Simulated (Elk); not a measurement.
Band structure of Tl₂Rh₃S₂ (R-3m, 7 atoms in the cell).

```
Tl2Rh3S2
1.0
    2.84789     1.64423     4.69821
   -2.84789     1.64423     4.69821
    0.00000    -3.28845     4.69821
Tl Rh S
2 3 2
Direct
  0.00000   0.00000   0.00000
  0.50000   0.50000   0.50000
  0.50000   0.00000   0.00000
  0.00000   0.50000   0.00000
  0.00000   0.00000   0.50000
  0.71972   0.71972   0.71972
  0.28028   0.28028   0.28028
```

Level of theory: PBEsol, all-electron FP-LAPW, Elk's shipped species files, default APW+lo basis (Elk 10.2.4).

Settings: xctype = 22; rgkmax = 7; stype = 3; swidth = 0.00367493 Ha; ngridk = 5 5 5.

The starting cell comes from a database of computed structures (which also holds hypothetical and non-ambient phases and stackings), without a prior relaxation at this level. Spin-orbit coupling is off. Spin polarisation is off. Values depend on the basis (sphere radii, cutoffs, local orbitals), which need not be converged.

Levels in eV from the Fermi level, bands 48 to 55:
```tsv
point	48	49	50	51	52	53	54	55
B	-0.80	-0.56	-0.44	-0.32	0.74	1.06	2.85	3.91
Z	-0.71	-0.71	0.55	1.39	1.39	1.55	1.55	2.47
Γ	-0.66	-0.58	-0.43	-0.43	0.56	0.97	1.17	1.17
X	-0.87	-0.48	-0.38	-0.20	0.51	1.19	2.90	3.62
```

Bands cross the Fermi level along this path, so the cell is metallic at this level.
